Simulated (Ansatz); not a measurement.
## Effect of biaxial strain +2.50 %, plane normal [111], relaxed out of plane on K2Se

The parent structure is K$_{2}$Se in the anti-fluorite structure (space group Fm-3m, No. 225; a = 7.6097 Å). Axes: x, y, z lie along the cube axes.

It is then changed as follows: biaxial strain +2.50 %, plane normal [111], relaxed out of plane (Cartesian); in-plane vectors clamped, the third vector and the atoms free.

The values are results of PBEsol (Ansatz, a program for electronic structure), no SOC, not measurements. Settings: 8×8×8 k-points, 0.05 eV Fermi–Dirac smearing.

```json
[
 {"quantity": "volume per atom", "base": "36.72 Å³", "changed": "37.79 Å³", "shift": "+1.07 Å³"},
 {"quantity": "space group", "base": "Fm-3m (No. 225)", "changed": "R-3m (No. 166)", "shift": "–"},
 {"quantity": "energy relative to the base (free energy F)", "base": "0 meV/atom", "changed": "+4.0 meV/atom", "shift": "+4.0 meV/atom"},
 {"quantity": "pressure (mean of the normal stresses, compression positive)", "base": "0.1 kbar", "changed": "-4.6 kbar", "shift": "-4.7 kbar"},
 {"quantity": "band gap", "base": "2.11 eV", "changed": "2.02 eV", "shift": "-0.09 eV"},
 {"quantity": "gap character", "base": "–", "changed": "indirect, F → Γ", "shift": "–"},
 {"quantity": "smallest direct gap", "base": "2.27 eV", "changed": "2.13 eV", "shift": "-0.14 eV"},
 {"quantity": "electron mass", "base": "0.31 mₑ (at Γ)", "changed": "0.31 mₑ (at Γ)", "shift": "–"},
 {"quantity": "out-of-plane strain", "base": "–", "changed": "-2.04 %", "shift": "–"},
 {"quantity": "ratio −ε⊥/ε∥", "base": "–", "changed": "0.81", "shift": "–"}
]
```

Final structure (turned so that z lies along the plane normal):

```yaml
crystal:
  lattice:
    - [5.51537, 0.00000, 0.00000]
    - [2.75769, 4.77645, 0.00000]
    - [2.75769, -1.59215, 4.30398]
  atoms:
    - { symbol: K, position: [0.49445, 0.25278, 0.75833] }
    - { symbol: K, position: [0.50555, 0.74722, 0.24167] }
    - { symbol: Se, position: [0.00000, 0.00000, 0.00000] }
```

Masses are band curvatures over ±0.01 Å⁻¹ around the edge. Stability against distortions was not tested. k-point labels follow each cell's own Brillouin zone.
